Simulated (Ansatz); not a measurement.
# ZnS, response to strain

Base system: ZnS in the wurtzite structure (space group P6_3mc, No. 186).

```xyz
4
Lattice="3.8453 0.0000 0.0000 -1.9226 3.3301 0.0000 0.0000 0.0000 6.3052" Properties=species:S:1:pos:R:3 pbc="T T T"
Zn     0.0000     2.2201     0.0014
Zn     1.9226     1.1100     3.1540
S      0.0000     2.2201     2.3630
S      1.9226     1.1100     5.5156
```

Cartesian axes are those of the cell as printed.

Strains are applied to the cell and any free atomic positions relax.

Calculations: PBE (Ansatz, a quantum-chemistry and plane-wave program, PAW, no spin-orbit coupling).

Notes on the quantities. pressure: mean of the normal stresses, compression positive.

```csv
change,band gap,pressure,width of the top valence band
base,2.08 eV,0.00 GPa,2.03 eV
uniaxial strain ε_zz = −3.00 %,2.23 eV,2.30 GPa,___
uniaxial strain ε_zz = −2.40 %,2.21 eV,1.81 GPa,___
uniaxial strain ε_zz = −1.80 %,2.20 eV,1.34 GPa,2.06 eV
uniaxial strain ε_zz = −1.20 %,2.16 eV,0.88 GPa,2.05 eV
uniaxial strain ε_zz = −0.60 %,___,0.43 GPa,2.04 eV
```

Task: What belongs in the blanks?

Result: 
- uniaxial strain ε_zz = −3.00 %, width of the top valence band: 2.12 eV
- uniaxial strain ε_zz = −2.40 %, width of the top valence band: 2.09 eV
- uniaxial strain ε_zz = −0.60 %, band gap: 2.12 eV

No phonon test of stability was made.
